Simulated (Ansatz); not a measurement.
Functionals compared on the (110) surface of zinc-blende CdSe in its 1x1 cell (cut with top plane Cd + Se, bottom plane Cd + Se), outermost plane spacing 2.19 Å in the ideal cut, in Ansatz (plane waves, PAW). The structure was relaxed with PBE; the other rows are single points on it, each with its references at the same level. Cutoff 420 eV (500 eV for r2SCAN). HSE06 used the coarser mesh 4x3x1.

Set-up: 12 atoms, Cd6Se6, 11.0 Å thick at the start; mesh 6x4x1; 0.025 eV smearing; dipole correction on; all atoms relaxed; held to the start's symmetry, so lower structures may exist; no spin, no spin-orbit, no U. These notes are the PBE run's.

```tsv
functional	surface energy (J/m²)	rough cost of the single point
PBE	0.27	–
LDA	…	around 2.3 core-minutes (rough)
PBEsol	0.33	roughly 2.1 core-minutes
RPBE	0.18	very roughly 2.2 core-minutes
r2SCAN	0.36	about 4 core-minutes (a rough figure)
HSE06	0.30	about 40 core-minutes (a rough figure)
```

Question: Some entries are withheld; supply them.

Answer: 
- LDA, surface energy (J/m²): 0.41

Ansatz is a first-principles code.
